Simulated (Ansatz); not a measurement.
## What pressure 10 GPa does to C

Start from C in the graphite type structure (space group P6_3/mmc, No. 194; a = 2.455 Å, c = 6.671 Å; layered, stacked along the Cartesian z axis).

Modification: a hydrostatic pressure of 10 GPa.

All numbers come from r2SCAN+rVV10, PAW, 500 eV (Ansatz, a program for electronic structure; scalar-relativistic without spin-orbit coupling). Γ-centred 15×15×5 mesh, Fermi–Dirac width 0.05 eV.

```tsv
quantity	base	changed	shift
volume per atom	8.71 Å³	7.61 Å³	-1.10 Å³
density	2.29 g/cm³	2.62 g/cm³	+0.33 g/cm³
lattice parameter a	2.455 Å	2.438 Å	-0.0177 Å
c/a ratio	2.717	2.426	-0.291
enthalpy H = E + PV relative to the base's energy	–	+0.50 eV/atom	–
band gap	zero	zero	–
```

Cost of the whole job for the changed cell (relaxation, final SCF and bands): roughly 19 core-seconds.

A case with no gap was solved on a k-mesh chosen for an insulator, which is coarse for it. Load acts through the strain it causes; cell and atoms are relaxed under it. No phonon test of stability was made. Competing high-pressure phases were not computed.
